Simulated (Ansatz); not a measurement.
The starting structures come from a database of crystals and need not be the phases stable at ambient conditions.

```
CELL_PARAMETERS angstrom
      5.51621     0.00000     0.00000
      2.75811     5.11773     0.00000
      2.75811     1.48643     4.54004
ATOMIC_POSITIONS crystal
  In 0.64288 0.07136 0.64288
  In 0.35712 0.92864 0.35712
  In 0.85712 0.42864 0.85712
  In 0.14288 0.57136 0.14288
  O  0.45350 0.75000 0.04650
  O  0.54650 0.25000 0.95350
  O  0.75000 0.75000 0.45350
  O  0.25000 0.25000 0.54649
  O  0.04650 0.75000 0.75000
  O  0.95351 0.25000 0.25000
```

Space group of this cell: R-3c, corundum. The cell is taken as given; by r2SCAN its mean pressure is -0.9 GPa.

Transport runs along the normal of the first two printed cell vectors, the (101) plane of the conventional cell.

No gap correction and no spin-orbit coupling; mid-gap values are interpolated between computed energies.

### Question
State the band gap and the smallest decay constant κ at mid-gap according to r2SCAN (Ansatz, an electronic-structure program).

### Answer
Gap 1.77 eV on a 8×8×8 mesh; κ = 0.168 1/Å, at the zone centre.
